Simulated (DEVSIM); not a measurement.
System: Schottky contact on n-type Si, at 400 K.

Layer 1 from the left is Si, thickness (μm) 0.660, Nd (cm⁻³) 1e17, τn (s) 2.2e-5, τp (s) 2.2e-5.

Left contact: Schottky, work function 4.79 eV, emission velocity 2e6 cm/s. Right contact: ohmic. Voltage is applied to the left contact. Recombination: SRH at mid-gap. Mobility is constant in doping.

The device is made up for the run: typed textbook-type constants, with dimensions and the other settings drawn at random. Values at 300 K; Nc and Nv go as T^1.5, mobilities as T to minus their exponent, the gap by Varshni's rule with the affinity fixed.

Si: gap (eV) 1.124, affinity (eV) 4.05, permittivity 11.7, Nc (cm⁻³) 2.86e19, Nv (cm⁻³) 3.1e19, μn (cm²/Vs) 1417, μp (cm²/Vs) 470, T exponent of μn 2.3, T exponent of μp 2.2, Varshni α (eV/K) 0.000473, Varshni β (K) 636.

Estimate by hand the built-in potential, the peak field at zero bias, and compare with a numerical solution.


- Built-in potential: barrier φB = 0.740 eV; Vbi = φB − kT/q ln(N_band/N) = 0.530 V; numerical 0.530 V.
- Peak field at zero bias: depletion approximation: W = √(2εVbi/(qN)) = 0.0828 μm with N = 1.00e17 cm⁻³; field = 2Vbi/W = 128000 V/cm; numerical 123000 V/cm (estimate above by 4.0 %).

Model (solved in DEVSIM): 1D drift-diffusion, Boltzmann statistics, complete ionisation; no tunnelling, impact ionisation, image-force lowering or self-heating. Metal contacts follow the ideal Schottky-Mott rule: no Fermi-level pinning, no interface dipoles.
